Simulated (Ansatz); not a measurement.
# A constructed model of the (100) surface of fcc Cu, c(2x2) layer of Cl, one a cell, on the site that continues the host's stacking (bottom of the slab: a bare face, its two planes held)

These are PBE (plane waves to 420 eV, PAW; Ansatz, an electronic-structure program) values and carry that method's errors.

Slab: 13 atoms, 10.7 Å thick at the start; k 10x10x1, smearing 0.1 eV, dipole-corrected; 4 atoms held, the rest relaxed; held to the start's symmetry, so lower structures may exist; no spin, no spin-orbit, no U. It is one candidate, not shown to be the stable structure of the face.

| Item | Value |
|---|---|
| work function of the top face | 5.29 eV |
| energy released by relaxation | 0.001 eV |
| cost | about 8 core-minutes (a rough figure) |
